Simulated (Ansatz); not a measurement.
Consider SiC (space group P6_3mc, No. 186).

```
CELL_PARAMETERS angstrom
      3.05845     0.00000     0.00000
     -1.52923     2.64870     0.00000
      0.00000     0.00000    10.01200
ATOMIC_POSITIONS crystal
  Si 0.00000 0.00000 0.50031
  Si 0.00000 0.00000 0.00031
  Si 0.33333 0.66667 0.25025
  Si 0.66667 0.33333 0.75025
  C  0.00000 0.00000 0.31286
  C  0.00000 0.00000 0.81286
  C  0.33333 0.66667 0.06221
  C  0.66667 0.33333 0.56221
```

Cartesian axes are those of the cell as printed.

Computed with Ansatz (an electronic-structure program) LDA, spin-orbit coupling left out.

It is then changed as follows: an isotropic linear strain of −3.00 %; the atoms relax in the strained cell.

Q: Predict the stress tensor and what it implies for the stiffness.

A: Stress of the strained cell less that of the base (GPa, compression positive):
```
  25.15    0.00    0.00
   0.00   25.15    0.00
   0.00    0.00   24.84
```

Then B = −ΔP/(ΔV/V₀) with ΔV/V₀ = -0.0873 gives secant stiffness values (nonlinear terms included at this strain): B (at held cell shape, above the free-shape value) ≈ 287 GPa.

As a check, the harmonic strain energy −½ V₀ Δσ:ε is 71 meV/atom; the computed energy rise is 64 meV/atom.

No phonon test of stability was made.
